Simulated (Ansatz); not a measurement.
A self-consistent single point of CdIn3 (Fm-3m, 4 atoms in the cell) with Ansatz (a quantum-chemistry and plane-wave program).

Method of the run: LDA (PW92), default PAW files made with PBE (plane waves; Ansatz).

```xyz
4
Lattice="0.0000 3.7274 3.7274 3.7274 0.0000 3.7274 3.7274 3.7274 0.0000" Properties=species:S:1:pos:R:3 pbc="T T T"
Cd     0.0000     0.0000     0.0000
In     1.8637     1.8637     1.8637
In     5.5911     5.5911     5.5911
In     3.7274     3.7274     3.7274
```

Reference input (self-consistent single point, DFT, LDA (PW92), plane waves, default PAW files made with PBE): basis.ecutwfc = 30.9 Ry; kpoints.mp_grid.grid = 10 10 10; hamiltonian.xc = lda; hamiltonian.pseudopotentials = {kind: paw} (the program's default PAW files); scf.occupations.method = fermi_dirac; scf.occupations.width = 0.0037 Ry. This run's input differs from it in these lines:

Ansatz 0.2 input:
```diff
@@ -12,3 +12,3 @@
 basis:
-  ecutwfc: 30.9 Ry
+  ecutwfc: 15.4 Ry
 kpoints:
```

Output, abridged:

```
SCF iter   1: F=—  HF=-24466.507080 eV  |F-HF|=—  |Δ(HF+E_count)|=         —  Δρ=9.01e-2  dr2=3.94e0  ethr=1.77e-3  ⟨swp⟩=6.0  Hψ=6209  notcnv=0  defer=2
all-band conjugate gradients solve this SCF's bands
preconditioner: auto → Kerker (q_TF=auto, 2.484 Å⁻¹)
SCF iter   2: F=—  HF=-24464.433899 eV  |F-HF|=—  |Δ(HF+E_count)|=    2.07e0  Δρ=3.25e-2  dr2=4.01e-1  ethr=1.77e-3  ⟨swp⟩=2.0  Hψ=3719  notcnv=0  defer=41
   [... lines left out ...]
SCF iter   5: F=—  HF=-24464.211292 eV  |F-HF|=—  |Δ(HF+E_count)|=   5.14e-4  Δρ=2.77e-4  dr2=4.90e-5  ethr=2.13e-6  ⟨swp⟩=2.0  Hψ=2143  notcnv=0  defer=40
SCF iter   6: F=—  HF=-24464.211306 eV  |F-HF|=—  |Δ(HF+E_count)|=   1.45e-5  Δρ=6.24e-5  dr2=2.43e-6  ethr=8.30e-8  ⟨swp⟩=2.0  Hψ=2736  notcnv=0  defer=40
SCF iter   7: F=—  HF=-24464.211306 eV  |F-HF|=—  |Δ(HF+E_count)|=   2.25e-7  Δρ=1.10e-5  dr2=1.44e-7  ethr=4.11e-9  ⟨swp⟩=2.0  Hψ=2594  notcnv=0  defer=40
SCF iter   8: F=-24464.211306 eV  HF=-24464.211306 eV  |F-HF|=6.69e-10  |Δ(HF+E_count)|=   3.13e-8  Δρ=2.00e-6  dr2=3.73e-9  ethr=1.69e-10  ⟨swp⟩=7.0  Hψ=5357  notcnv=0
SCF 1 converged in 8 iterations: F = -24464.211306 eV  dr2 = 3.73e-9
Free energy (F): -24464.211306 eV
Internal energy: -24464.197179 eV  (E = F + TS)
E sigma→0 (E₀):  -24464.204242 eV
Entropy (-TS):   -0.014127 eV (-3.532 meV/atom)
Fermi energy:    10.366991 eV
--- Forces (eV/Å), atoms counted from 1 ---
  atom   1  Cd    -0.00000000    -0.00000000     0.00000000
   [... zero for the other atoms too ...]
--- Stress (GPa, compression-positive) ---
       -4.478996      -0.000000      -0.000000
       -0.000000      -4.478996       0.000000
       -0.000000       0.000000      -4.478996
  P = ⅓ Tr σ = -4.4790 GPa (-44.790 kbar)
  The stress holds the Pulay correction. Without it, at fixed plane waves, as pw.x and ABINIT print it: P = -222.3530 GPa
```

The run converged in 8 iterations. Against the reference run the free energy rises by 6.21 eV/atom and the pressure goes from -3.29 to -4.48 GPa.

The starting cell comes from a database of computed structures (which also holds hypothetical and non-ambient phases and stackings), without a prior relaxation at this level. Its lattice was rescaled by a random factor within 2.5 % of one. Ansatz's pressure includes its estimate of the finite-basis (Pulay) stress. Without the estimate this run gives -222.35 GPa. The cutoff lies below the one recommended for these files.
